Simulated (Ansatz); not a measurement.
Consider Mo$_{3}$Te$_{4}$ (space group R-3, No. 148; a = 10.1062 Å, c = 11.7270 Å (hexagonal axes)). Axes: x lies along a and z along c of the hexagonal cell.

Method: Kohn–Sham DFT with the PBEsol functional, run in Ansatz (an electronic-structure program) with PAW and 420 eV plane waves, no SOC.

For the base:

```
Quantity                        Result
-----------------------------  -------
Shortest interatomic distance  2.671 Å
Pressure                       0.0 GPa
```

Modification: tensile biaxial strain of 3.91 % in the plane normal to [001], as in epitaxy on a mismatched substrate; the out-of-plane cell vector and the atoms relax.

Problem. How does this affect the shortest interatomic distance?

Solution. The shortest interatomic distance grows by 0.006 Å (2.671 Å → 2.677 Å).

Problem. What happens to the energy relative to the base?

Solution. The energy rises by 9.6 meV/atom.

Problem. What happens to the pressure?

Solution. The pressure (mean of the normal stresses, compression positive) goes from zero to -1.0 GPa.

No phonon test of stability was made. All final runs are without spin polarisation.
